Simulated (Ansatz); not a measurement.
## A computed series for MgS: response to strain

Take MgS in the rock salt structure (space group Fm-3m, No. 225) as the base.

```
MgS
1.0
    0.00000     2.60152     2.60152
    2.60152     0.00000     2.60152
    2.60152     2.60152     0.00000
Mg S
1 1
Direct
  0.00000   0.00000   0.00000
  0.50000   0.50000   0.50000
```

Cartesian axes are those of the cell as printed.

Strains are applied to the cell and any free atomic positions relax.

All numbers come from Kohn–Sham DFT with the r2SCAN functional, run in Ansatz (a quantum-chemistry and plane-wave program) with PAW and 500 eV plane waves, without spin-orbit coupling.

Notes on the quantities. pressure: mean of the normal stresses, compression positive.

```json
[
 {"variant": "base", "electron mass": "0.53 mₑ along k, 0.31 mₑ across (at X)", "pressure": "0.00 GPa", "volume per atom": "17.61 Å³"},
 {"variant": "uniaxial strain ε_zz = +0.50 %", "electron mass": "0.52 mₑ along k, 0.30 mₑ across (at X)", "pressure": "-0.39 GPa", "volume per atom": "17.69 Å³"},
 {"variant": "uniaxial strain ε_zz = +1.00 %", "electron mass": "0.52 mₑ along k, 0.30 mₑ across (at X)", "pressure": "-0.76 GPa", "volume per atom": "17.78 Å³"},
 {"variant": "uniaxial strain ε_zz = +1.50 %", "electron mass": "0.51 mₑ along k, 0.31 mₑ across (at X)", "pressure": "-1.12 GPa", "volume per atom": "17.87 Å³"},
 {"variant": "uniaxial strain ε_zz = +2.00 %", "electron mass": "0.51 mₑ along k, 0.31 mₑ across (at X)", "pressure": "-1.46 GPa", "volume per atom": "17.96 Å³"},
 {"variant": "uniaxial strain ε_zz = +2.50 %", "electron mass": "0.50 mₑ along k, 0.31 mₑ across (at X)", "pressure": "-1.78 GPa", "volume per atom": "18.05 Å³"},
 {"variant": "uniaxial strain ε_zz = +3.00 %", "electron mass": "0.50 mₑ along k, 0.31 mₑ across (at X)", "pressure": "-2.09 GPa", "volume per atom": "18.13 Å³"}
]
```

The levels and masses belong to the bands next to the band gap. Effective masses come from finite differences of ±0.01 Å⁻¹. Along k means along the line from Γ to the band edge. No phonon test of stability was made.
